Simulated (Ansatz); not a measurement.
A computed series for W: pressure series

Take W in the bcc (W type) structure (space group Im-3m, No. 229; a = 3.184 Å) as the base.

Cell and atoms are relaxed at each pressure.

Calculations: PBE (Ansatz, an electronic-structure program, PAW, without spin-orbit coupling).

| P (GPa) | V (Å³/atom) |
|---|---|
| -2.02 | 16.240 |
| -1.02 | 16.186 |
| 0.89 | 16.085 |
| 2.10 | 16.023 |
| 4.50 | 15.903 |
| 9.01 | 15.689 |
| 15.01 | 15.425 |
| 22.52 | 15.123 |
| 30.02 | 14.848 |

Problem. Fit a third-order Birch–Murnaghan equation of state.

Solution. Least squares on P(V) = (3B₀/2)[(V₀/V)^(7/3) − (V₀/V)^(5/3)]·[1 + (3/4)(B₀′ − 4)((V₀/V)^(2/3) − 1)] gives V₀ = 16.13 Å³/atom, B₀ = 306 GPa and B₀′ = 4.0.

Load acts through the strain it causes; cell and atoms are relaxed under it. Whether these cells are dynamically stable was not tested. Competing high-pressure phases were not computed. The final runs are not spin-polarised.
